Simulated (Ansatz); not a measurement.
# Short convergence ladders for VRe (Cmm2, 2 atoms in the cell)

```xyz
2
Lattice="1.5073 -2.1757 0.0000 1.5073 2.1757 0.0000 0.0000 0.0000 4.2094" Properties=species:S:1:pos:R:3 pbc="T T T"
V      1.5073     0.0000     2.1547
Re     0.0000     0.0000     0.0000
```

Base method: LDA (PW92), default PAW files made with PBE (plane waves; Ansatz, an electronic-structure program).

Base settings: basis.ecutwfc = 420 eV; kpoints.mp_grid.grid = 13 13 8; hamiltonian.xc = lda; hamiltonian.pseudopotentials = {kind: paw} (the program's default PAW files); scf.occupations.method = fermi_dirac; scf.occupations.width = 0.1 eV.

The count of work is k-points × plane waves × bands × iterations; it is no time. 

**The width of Fermi-Dirac smearing**

In this ladder: kpoints.mp_grid.grid = 21 21 13.

Narrow widths need finer meshes than wide ones, so the last steps can hold mesh noise.

Only quantities that move along the ladder and can be compared are tabulated; pressure and forces are left out, as mesh noise rules them at narrow widths.

| scf.occupations.width | free energy less the last step's (meV/atom) | energy extrapolated to zero width less the last step's (meV/atom) |
|---|---|---|
| 1 eV | -1560.99 | 102.34 |
| 0.5 eV | -322.49 | 50.47 |
| 0.3 eV | -93.31 | 12.50 |
| 0.2 eV | -32.41 | 2.76 |
| 0.1 eV | 0.00 | 0.00 |

Widest scf.occupations.width that holds the free energy within 5 meV/atom: not settled: the last two steps still differ by 32 meV/atom, over half the tolerance, so the ladder does not show it.

Widest scf.occupations.width that holds the energy extrapolated to zero width within 2 meV/atom: not settled: the last two steps still differ by 2.8 meV/atom, over half the tolerance, so the ladder does not show it.

The extrapolation to zero width removes most of the smearing's effect on the energy.

**The width of Methfessel-Paxton smearing**

In this ladder: kpoints.mp_grid.grid = 21 21 13; scf.occupations.method = methfessel_paxton.

Narrow widths need finer meshes than wide ones, so the last steps can hold mesh noise.

Only quantities that move along the ladder and can be compared are tabulated; pressure and forces are left out, as mesh noise rules them at narrow widths.

| scf.occupations.width | free energy less the last step's (meV/atom) |
|---|---|
| 0.5 eV | 2.25 |
| 0.3 eV | 0.14 |
| 0.2 eV | -0.01 |
| 0.1 eV | 0.04 |
| 0.05 eV | 0.00 |

Widest scf.occupations.width that holds the free energy within 1 meV/atom of the last step, with all finer ones: 0.3 eV; the step before is off by 2.3 meV/atom.

**The mesh under tetrahedron occupations**

In this ladder: scf.occupations.method = tetrahedron; scf.occupations.width = default.

Only quantities that move along the ladder and can be compared are tabulated.

```tsv
kpoints.mp_grid.grid	free energy less the last step's (meV/atom)	pressure (GPa)	largest difference of a force vector from the last step's (eV/Å)	count of work / last
6 6 3	18.77	-6.80	0.013	0.010
7 7 4	15.40	-6.67	0.025	0.021
8 8 5	-5.87	-7.28	0.003	0.028
10 10 6	5.53	-7.09	0.001	0.055
13 13 8	1.32	-7.33	0.002	0.096
16 16 10	0.14	-7.42	0.002	0.17
20 20 12	0.08	-7.46	0.002	0.30
25 25 15	0.21	-7.50	0.000	0.53
31 31 18	0.00	-7.52	0.000	1.0
```

Coarsest kpoints.mp_grid.grid that holds the forces within 0.02 eV/Å of the last step, with all finer ones: 8 8 5, at 0.028 of the last step's count of work; the step before is off by 0.025 eV/Å.

Coarsest kpoints.mp_grid.grid that holds the free energy within 0.5 meV/atom of the last step, with all finer ones: 16 16 10, at 0.17 of the last step's count of work; the step before is off by 1.3 meV/atom.

Coarsest kpoints.mp_grid.grid that holds the pressure within 0.5 GPa of the last step, with all finer ones: 8 8 5, at 0.028 of the last step's count of work; the step before is off by 0.86 GPa.

On the base run: the starting cell comes from a database of computed structures (which also holds hypothetical and non-ambient phases and stackings), without a prior relaxation at this level. Its lattice was rescaled by up to half a per cent. One atom was moved a little off its site on purpose. Spin polarisation is off. In the base run, with a pressure of about -8 GPa the cell is away from its equilibrium volume at this level. Ansatz's pressure includes its estimate of the finite-basis (Pulay) stress.

Left out of this page: 4 runs of the series outside the window shown, repeating another row's setting, or not comparable; 1 run of the series unsound by tests on forces, stress, charge or solver warnings.

Keys are those of Ansatz 0.2.
